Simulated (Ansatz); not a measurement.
MgO: pressure series

The parent structure is MgO in the rock salt structure (space group Fm-3m, No. 225; a = 4.254 Å).

Cell and atoms are relaxed at each pressure.

Computed with PBE (Ansatz, a quantum-chemistry and plane-wave program), spin-orbit coupling left out, earlier PAW set.

```tsv
pressure (GPa)	band gap (eV)
-1	4.40
0	4.46
3	?
7	4.87
15	5.29
```

**Question.** Fit E_g = E₀ + αP + βP² to the rows shown and predict the withheld row.

**Answer.** Least squares on the printed values gives E₀ = 4.46 eV, α = 61.2 meV/GPa, β = -0.39 meV/GPa² (largest residual 0.00 eV); this predicts 4.64 eV, and the run gives 4.64 eV, in agreement.

Load acts through the strain it causes; cell and atoms are relaxed under it. Stability against distortions was not tested. Competing high-pressure phases were not computed.
